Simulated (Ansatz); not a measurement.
Results of r²SCAN (PAW; Ansatz, an electronic-structure program) for HfGeO3 (model structure, started from the PbTiO3 type, P4mm, No. 99, 5 atoms in the cell).

The input as run:

Ansatz 0.2 input:
```yaml
crystal:
  lattice:
    - [4.0154173304, 0.0, 0.0]
    - [0.0, 4.0154173304, 0.0]
    - [0.0, 0.0, 4.2508930967]
  atoms:
    - { symbol: Hf, position: [0.5, 0.5, 0.5676909233] }
    - { symbol: Ge, position: [0.0, 0.0, 0.1939015671] }
    - { symbol: O, position: [0.0, 0.5, 0.4556421714] }
    - { symbol: O, position: [0.5, 0.0, 0.4556421714] }
    - { symbol: O, position: [0.5, 0.5, 1.0173231667] }
basis:
  ecutwfc: 560
  ecutrho_ratio: 4
  xc_grid: 3
kpoints:
  mp_grid: { grid: [8, 8, 8] }
  band_path:
    path:
      - [0.0, 0.0, 0.0]
      - [0.0, 0.071429, 0.0]
      - [0.0, 0.142857, 0.0]
      - [0.0, 0.214286, 0.0]
      - [0.0, 0.285714, 0.0]
      - [0.0, 0.357143, 0.0]
      - [0.0, 0.428571, 0.0]
      - [0.0, 0.5, 0.0]
      - [0.071429, 0.5, 0.0]
      - [0.142857, 0.5, 0.0]
      - [0.214286, 0.5, 0.0]
      - [0.285714, 0.5, 0.0]
      - [0.357143, 0.5, 0.0]
      - [0.428571, 0.5, 0.0]
      - [0.5, 0.5, 0.0]
      - [0.454545, 0.454545, 0.0]
      - [0.409091, 0.409091, 0.0]
      - [0.363636, 0.363636, 0.0]
      - [0.318182, 0.318182, 0.0]
      - [0.272727, 0.272727, 0.0]
      - [0.227273, 0.227273, 0.0]
      - [0.181818, 0.181818, 0.0]
      - [0.136364, 0.136364, 0.0]
      - [0.090909, 0.090909, 0.0]
      - [0.045455, 0.045455, 0.0]
      - [0.0, 0.0, 0.071429]
      - [0.0, 0.0, 0.142857]
      - [0.0, 0.0, 0.214286]
      - [0.0, 0.0, 0.285714]
      - [0.0, 0.0, 0.357143]
      - [0.0, 0.0, 0.428571]
      - [0.0, 0.0, 0.5]
      - [0.0, 0.071429, 0.5]
      - [0.0, 0.142857, 0.5]
      - [0.0, 0.214286, 0.5]
      - [0.0, 0.285714, 0.5]
      - [0.0, 0.357143, 0.5]
      - [0.0, 0.428571, 0.5]
      - [0.0, 0.5, 0.5]
      - [0.071429, 0.5, 0.5]
      - [0.142857, 0.5, 0.5]
      - [0.214286, 0.5, 0.5]
      - [0.285714, 0.5, 0.5]
      - [0.357143, 0.5, 0.5]
      - [0.428571, 0.5, 0.5]
      - [0.5, 0.5, 0.5]
      - [0.454545, 0.454545, 0.5]
      - [0.409091, 0.409091, 0.5]
      - [0.363636, 0.363636, 0.5]
      - [0.318182, 0.318182, 0.5]
      - [0.272727, 0.272727, 0.5]
      - [0.227273, 0.227273, 0.5]
      - [0.181818, 0.181818, 0.5]
      - [0.136364, 0.136364, 0.5]
      - [0.090909, 0.090909, 0.5]
      - [0.045455, 0.045455, 0.5]
      - [0.0, 0.5, 0.071429]
      - [0.0, 0.5, 0.142857]
      - [0.0, 0.5, 0.214286]
      - [0.0, 0.5, 0.285714]
      - [0.0, 0.5, 0.357143]
      - [0.0, 0.5, 0.428571]
      - [0.5, 0.5, 0.071429]
      - [0.5, 0.5, 0.142857]
      - [0.5, 0.5, 0.214286]
      - [0.5, 0.5, 0.285714]
      - [0.5, 0.5, 0.357143]
      - [0.5, 0.5, 0.428571]
    npoints: 1
hamiltonian:
  xc: r2scan
  dispersion: none
  pseudopotentials: { kind: paw }
scf:
  occupations: { method: fermi_dirac, width: 0.01 }
  convergence: { dr2_threshold: 0.0000000005 }
output:
  forces: true
  stress: true
  eigenvalues: true
  write_bands: true
```

The run printed, among other lines:

```
Crystal: 5 atoms, lattice volume = 68.540 Å³
Basis set: ecut = 560 eV, 2057 PW (Γ), exchange–correlation on 96×96×108 points (27 copies of the dense FFT grid, shifted against one another)
Bands: 35, of which v1, the nominal top of the filled ones, is band 29 counted from 1 (28 counted from 0)
Symmetry: 8 space group operations
Space group: P4mm (ITA 99), of the structure as read, at distance tolerance 4.1e-5 Å
k-points: 75 of 512 (time reversal used)
Functional: x = r2scan, c = r2scan; τ floored in thin density (d = 2e-4 eV/Å³)
SCF iter   1: F=—  HF=-21745.997887 eV  |F-HF|=—  |Δ(HF+E_count)|=         —  Δρ=1.06e-2  dr2=7.74e-2  dr2_τ=2.36e-1
SCF iter   2: F=—  HF=-21746.049179 eV  |F-HF|=—  |Δ(HF+E_count)|=   5.13e-2  Δρ=5.28e-3  dr2=1.42e-2  dr2_τ=2.21e-3
  ...
SCF iter  10: F=—  HF=-21746.047889 eV  |F-HF|=—  |Δ(HF+E_count)|=   1.54e-8  Δρ=1.88e-6  dr2=2.92e-9  dr2_τ=2.79e-10
SCF iter  11: F=-21746.047889 eV  HF=-21746.047889 eV  |F-HF|=2.04e-10  |Δ(HF+E_count)|=  7.93e-10  Δρ=6.60e-7  dr2=2.57e-10  dr2_τ=2.98e-11
SCF 1 converged in 11 iterations: F = -21746.047889 eV  dr2 = 2.57e-10
SCF converged after 11 iterations
Free energy (F): -21746.047889 eV
Internal energy: -21746.047889 eV  (E = F + TS)
E sigma→0 (E₀):  -21746.047889 eV
Fermi energy:    10.657704 eV
--- Forces (eV/Å), atoms counted from 1 ---
  atom   1  Hf     0.00000000     0.00000000    -0.00224868
  atom   2  Ge     0.00000000     0.00000000     0.00239872
  atom   3  O     -0.00000000     0.00000000    -0.00112700
  atom   4  O      0.00000000     0.00000000    -0.00112700
  atom   5  O      0.00000000     0.00000000     0.00202400
--- Stress (GPa, compression-positive) ---
        0.003554       0.000000       0.000000
        0.000000       0.003554       0.000000
        0.000000       0.000000      -0.009674
  P = ⅓ Tr σ = -0.0009 GPa (-0.009 kbar)
```

The PAW data were made under PBE.

Note: the relaxation could raise the start's symmetry but not lower it, so the cell can be a saddle point.

It cost around 50 core-seconds (rough) of CPU time.

A model structure was made by putting elements into a prototype or built by hand; it is no filed structure, need not be a known phase, and can be a saddle point held by its symmetry.
